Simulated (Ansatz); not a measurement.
The reference is BaTiO3 in the cubic perovskite structure (space group Pm-3m, No. 221; a = 4.0195 Å).

(Cell as relaxed with PBE.)

Levels (all Ansatz, a quantum-chemistry and plane-wave program, PAW, earlier PAW set): PBE (420 eV, without spin-orbit coupling); r2SCAN (500 eV, no spin-orbit coupling).

Each level relaxes its own structure.

```json
[
 {"base": "volume per atom", "PBE": "12.99 Å³", "r2SCAN": "12.75 Å³"},
 {"base": "lattice parameter a", "PBE": "4.019 Å", "r2SCAN": "3.994 Å"},
 {"base": "band gap", "PBE": "1.79 eV", "r2SCAN": "2.18 eV"}
]
```

One thing is altered: every lattice vector is shortened by 2.92 %, atoms relaxed at fixed cell.

```csv
quantity,PBE,r2SCAN
energy relative to the base (free energy F),+56 meV/atom,[?]
gap character,"indirect, R → Γ",[?]
pressure,17.68 GPa,[?]
band gap,1.98 eV,[?]
shift of the gap caused by the change,+0.19 eV,[?]
```

**Question.** Given the PBE results, estimate those of r2SCAN.

**Answer.** 
- energy relative to the base (free energy F), r2SCAN: +61 meV/atom
- gap character, r2SCAN: direct at Γ
- pressure, r2SCAN: 19.58 GPa
- band gap, r2SCAN: 2.38 eV
- shift of the gap caused by the change, r2SCAN: +0.21 eV

PBE's energy relative to the base lies 4.9 meV/atom below r2SCAN's; they disagree on the gap character; PBE's pressure lies 1.90 GPa below r2SCAN's; PBE's band gap lies 0.407 eV below r2SCAN's. Neither level is exact; r2SCAN is the comparison here, not a measurement.

The cells carry an imposed strain or load. No phonon test of stability was made. The final runs are not spin-polarised. Many cubic perovskites are stable only at high temperature; tilts and polar distortions were not tested. This is not the structure that BaTiO3 has at room temperature and ambient pressure.
